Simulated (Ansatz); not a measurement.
The starting structures come from a database of crystals and need not be the phases stable at ambient conditions.

Given:

```yaml
crystal:
  lattice:
    - [6.79949, 0.00000, 0.00000]
    - [2.87513, 6.60838, 0.00000]
    - [3.39974, 0.00000, 4.52734]
  atoms:
    - { symbol: Ca, position: [0.17025, 0.24243, 0.66514] }
    - { symbol: Ca, position: [0.83539, 0.74243, 0.33486] }
    - { symbol: Mg, position: [0.50465, 0.00047, 0.99832] }
    - { symbol: Mg, position: [0.50297, 0.50047, 0.00168] }
    - { symbol: As, position: [0.18189, 0.74938, 0.64194] }
    - { symbol: As, position: [0.82383, 0.24938, 0.35806] }
    - { symbol: O, position: [0.12205, 0.07812, 0.12174] }
    - { symbol: O, position: [0.24379, 0.57812, 0.87826] }
    - { symbol: O, position: [0.17456, 0.62027, 0.42836] }
    - { symbol: O, position: [0.60292, 0.12027, 0.57164] }
    - { symbol: O, position: [0.40280, 0.87919, 0.42804] }
    - { symbol: O, position: [0.83084, 0.37919, 0.57196] }
    - { symbol: O, position: [0.88593, 0.92280, 0.87872] }
    - { symbol: O, position: [0.76465, 0.42280, 0.12128] }
    - { symbol: F, position: [0.58756, 0.74954, 0.83536] }
    - { symbol: F, position: [0.42292, 0.24954, 0.16464] }
```

Space group of this cell: Cc. The cell is taken as given; by r2SCAN its mean pressure is -6.5 GPa.

Transport runs along the normal of the first two printed cell vectors.

The gap is the functional's own, uncorrected, and κ follows it; spin-orbit coupling is left out. Mid-gap values are interpolated between the computed energies.

Task: Compute, with r2SCAN (Ansatz, a program for electronic structure), the band gap and the smallest decay constant κ at mid-gap.

Result: Gap 4.61 eV on a 8×6×8 mesh; κ = 0.384 1/Å, at the zone centre.
